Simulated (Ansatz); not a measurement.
# HfPbO3 (Pm-3m, No. 221, 5 atoms in the cell; start mp-22535)

All values below come from r²SCAN0 in Ansatz (PAW).

Settings: plane-wave cutoff 520 eV, 6×6×6 k mesh, Fermi–Dirac smearing 0.01 eV, scalar-relativistic PAW data made under PBE.

Cell (relaxed with PBEsol):

HfPbO3 is taken in the cubic space group Pm-3m (No. 221), the cubic perovskite structure, Pearson symbol cP5. Lattice parameters: a = b = c = 4.1190 Å, α = β = γ = 90.00°. Hf on 1b sees 6 O at 2.059 Å (octahedral). Pb on 1a is surrounded by no neighbour by this rule. O on 3c is coordinated by 2 Hf at 2.059 Å (linear). (Neighbours: up to the widest gap in distance over summed covalent radii, below 1.35, at either atom; cation-cation and far metal-metal contacts left out.)

```yaml
band_gap: 4.52 eV (on the SCF k mesh)
"Γ–Γ gap": 7.52 eV
```

Note: cell and atoms aren't relaxed at this level (pressure -0.5 GPa).

Spin–orbit coupling is not included; with these elements it can move the gap by several tenths of an eV or more.

Computed values are for the static lattice.

Computing time: roughly 3 core-minutes.

A start named mp-… is a Materials Project structure, which need not be a measured phase.

Ansatz is a program for electronic structure.
